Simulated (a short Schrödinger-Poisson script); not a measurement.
Stack: MOS inversion layer, HfO2 on p-type Si(100), at 400 K.

From the gate side: 5.6 nm HfO2; 300 nm Si, acceptors 2.1e18 cm⁻³.

The device is made up for the run: typed textbook-type constants, with dimensions and the other settings drawn at random. HfO2: permittivity 22, conduction-band edge (eV) 1.55, gap (eV) 5.7, electron mass (mₑ) 0.2. Si: permittivity 11.7, conduction-band edge (eV) 0, gap (eV) 1.124, Nv at 300 K (cm⁻³) 3.1e19.

Channel valleys (confinement mass, in-plane density-of-states mass, number): Δ2 0.916, 0.19, 2; Δ4 0.19, 0.417, 4. At the gate the conduction-band edge of layer 1 lies 1.71 eV − eVg above the Fermi level of the channel; the field vanishes at the back. Gaps are held at their typed values at every temperature. Mesh 0.03 nm at interfaces.

Solved with a short Schrödinger-Poisson script written for these runs: 1D Poisson equation in equilibrium, electrons quantum, Hartree (BenDaniel-Duke, 12 states a valley, the channel's in-plane mass for all, wave functions ending at the dielectric), parabolic valleys, classical holes, full ionisation, no traps, pinning or gate leakage.

```csv
Vg (V),electrons (cm⁻²),C (μF/cm²),Δ2 E0 (meV from the Fermi level),Δ4 E0 (meV from the Fermi level)
0.25,2.84e9,0.409,271.4,363.9
0.3,9.31e9,0.421,230.0,324.2
0.35,3.01e10,0.477,189.0,285.1
0.4,9.19e10,0.641,150.0,247.8
0.45,2.45e11,0.959,115.4,215.2
0.5,5.33e11,1.34,87.6,189.5
0.55,9.52e11,1.65,66.3,170.5
0.6,1.47e12,1.87,49.7,156.4
0.65,2.05e12,2.02,36.5,145.6
0.7,2.68e12,2.13,25.4,137.0
0.75,3.34e12,2.21,15.8,129.9
0.8,4.03e12,2.27,7.3,123.9
0.85,4.74e12,2.32,-0.4,118.7
0.9,5.46e12,2.36,-7.5,114.1
0.95,6.19e12,2.39,-14.1,110.0
1,6.94e12,2.42,-20.3,106.2
1.05,7.69e12,2.45,-26.2,102.8
1.1,8.45e12,2.47,-31.8,99.5
```

Gate voltages with under 1e9 electrons/cm² are left out.

### Question
At Vg = 1.1 V the lowest Δ2 subband lies at -31.8 meV from the Fermi level. How many electrons does it hold, and what share of all?

### Answer
The two-dimensional density of states is g m/(πħ²) = 1.59e11 cm⁻² meV⁻¹ (both spins), kT = 34.5 meV, so n = D kT ln(1 + exp(−E/kT)) = 6.88e12 cm⁻², 0.81 of the 8.45e12 cm⁻² in all.

### Question
Compare the slope of the sheet density between 1 and 1.1 V with the geometric capacitance of the layers between gate and channel.

### Answer
q Δn/ΔV = 2.42 μF/cm²; ε0/Σ(t/ε) = 3.48 μF/cm². The ratio is 0.70: the channel acts as a further capacitance in series.
